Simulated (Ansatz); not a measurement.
Amorphous Sn16Ta8O36, 60 atoms at 6.23 g/cm³, one PBE-relaxed geometry, zone centre. Methods: PBE, scalar-relativistic without spin-orbit coupling (Ansatz, a first-principles code); r2SCAN, scalar-relativistic without spin-orbit coupling (Ansatz); HSE06, scalar-relativistic without spin-orbit coupling (Ansatz). Plane waves to 420 eV (r2SCAN 500 eV); exact exchange is cut at the cell's faces. The higher rungs were started with moments on some atoms, which died out.

Preparation: random packing, a CHGNet melt and quench, and a DFT relaxation. O atoms were pushed apart under 1.9 Å during the dynamics, to hinder bonds among them. The hot cell started wider than the set density and was brought back towards it in steps. It is the lowest in DFT energy of 2 quenches. It is a model cell: composition and starting density were chosen by hand, and all elements were melted together. No dispersion term was used. Its density started from a set value of 6.90 and ended at 6.23 g/cm³. The simulated quench (nominally 190 K/ps over its main leg) is rapid and tends to freeze in more defects than a deposited or slowly cooled glass has. A cell of this size samples the disorder only roughly. The volume was free in the relaxation, at fixed shape. Stress components on the final sampling reach 1.4 GPa. On a 2×2×2 Γ-centred mesh force components of up to 0.19 eV/Å stay, since the relaxation ran on the zone centre alone. Cycles of charging lowered its energy after that relaxation.

The relaxation ran on the zone centre alone. At PBE the gap is 1.34 eV on a 2×2×2 Γ-centred mesh, and the spacing at the zone centre alone 1.62 eV.

**Question.** What zone-centre spacing does r2SCAN give, roughly?

**Answer.** 1.78 eV (+0.16 eV against PBE).

**Question.** What zone-centre spacing does HSE06 give, roughly?

**Answer.** 2.29 eV (+0.67 eV against PBE).

The highest filled and the lowest empty state spread over these numbers of atoms (participation numbers): PBE: 15.5 and 7.8; r2SCAN: 14.6 and 7.6; HSE06: 13.2 and 7.5.
